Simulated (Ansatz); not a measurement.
Work function of Rh(100) slab by several functionals

All runs by Ansatz (plane waves, PAW, no spin-orbit coupling): 7 layers on the in-plane lattice of PBE, ions relaxed at each level.

| level | work function (eV) | rough cost against PBE (one kind of shared host) |
|---|---|---|
| LDA | 5.46 | within a factor of 2 |
| PBE | (withheld) | 1 |
| PBEsol | (withheld) | within a factor of 2 |
| r2SCAN | 5.08 | within a factor of 2 |

Task: Complete the blanks.

Result: 
- PBE, work function (eV): 5.06
- PBEsol, work function (eV): 5.19

Task: Which level lies nearest to measurement, and on which side does PBE miss?

Result: Measured (this face): 5.30 eV (measured; Abhirup Patra, Jefferson E. Bates, Jianwei Sun et al., Proceedings of the National Academy of Sciences (2017), arXiv:1702.08515). Misses: LDA +0.16, PBE -0.24, PBEsol -0.11, r2SCAN -0.22 eV. Nearest is PBEsol, though measured values of one face scatter by 0.1 eV or more.

Ansatz is a quantum-chemistry and plane-wave program.
